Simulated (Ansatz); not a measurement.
Given:

End structure of the (310) surface of germanium in its 1x1 cell, relaxed from an ideal cut (the real face may reconstruct), outermost plane spacing 0.91 Å in the ideal cut (in the relaxation 4 Ge–Ge bonds formed):

```yaml
crystal:
  lattice:
    - [5.76000, 0.00000, 0.00000]
    - [0.00000, 9.10736, 0.00000]
    - [0.00000, 0.00000, 27.00000]
  atoms:
    - { symbol: Ge, position: [0.33609, 0.67774, 0.32261] }
    - { symbol: Ge, position: [0.91391, 0.17774, 0.32261] }
    - { symbol: Ge, position: [0.05140, 0.44552, 0.32417] }
    - { symbol: Ge, position: [0.19860, 0.94552, 0.32417] }
    - { symbol: Ge, position: [0.52041, 0.10630, 0.36123] }
    - { symbol: Ge, position: [0.72959, 0.60630, 0.36123] }
    - { symbol: Ge, position: [0.00095, 0.80101, 0.39655] }
    - { symbol: Ge, position: [0.24905, 0.30101, 0.39655] }
    - { symbol: Ge, position: [0.50435, 0.50240, 0.43283] }
    - { symbol: Ge, position: [0.74565, 0.00240, 0.43283] }
    - { symbol: Ge, position: [0.00346, 0.19892, 0.46573] }
    - { symbol: Ge, position: [0.24654, 0.69892, 0.46573] }
    - { symbol: Ge, position: [0.49493, 0.90000, 0.50000] }
    - { symbol: Ge, position: [0.75507, 0.40000, 0.50000] }
    - { symbol: Ge, position: [0.00346, 0.60108, 0.53427] }
    - { symbol: Ge, position: [0.24654, 0.10108, 0.53427] }
    - { symbol: Ge, position: [0.50435, 0.29760, 0.56717] }
    - { symbol: Ge, position: [0.74565, 0.79760, 0.56717] }
    - { symbol: Ge, position: [0.00095, 0.99899, 0.60345] }
    - { symbol: Ge, position: [0.24905, 0.49899, 0.60345] }
    - { symbol: Ge, position: [0.52041, 0.69370, 0.63877] }
    - { symbol: Ge, position: [0.72959, 0.19370, 0.63877] }
    - { symbol: Ge, position: [0.05140, 0.35448, 0.67583] }
    - { symbol: Ge, position: [0.19860, 0.85448, 0.67583] }
    - { symbol: Ge, position: [0.33609, 0.12227, 0.67739] }
    - { symbol: Ge, position: [0.91391, 0.62227, 0.67739] }
```

Slab: 26 atoms, 10.9 Å thick at the start; k 5x3x1, smearing 0.025 eV, dipole-corrected; all atoms relaxed; start symmetry kept, larger cells not searched; no spin (no spin-polarised run to compare, though such a face may carry moments), no spin-orbit, no U. The slab shows no gap on its mesh.

What is the computed work function of the top face (PBE in Ansatz, an electronic-structure program)?

4.25 eV

Give the surface energy (mean of both faces) at the level PBE.

0.98 J/m²
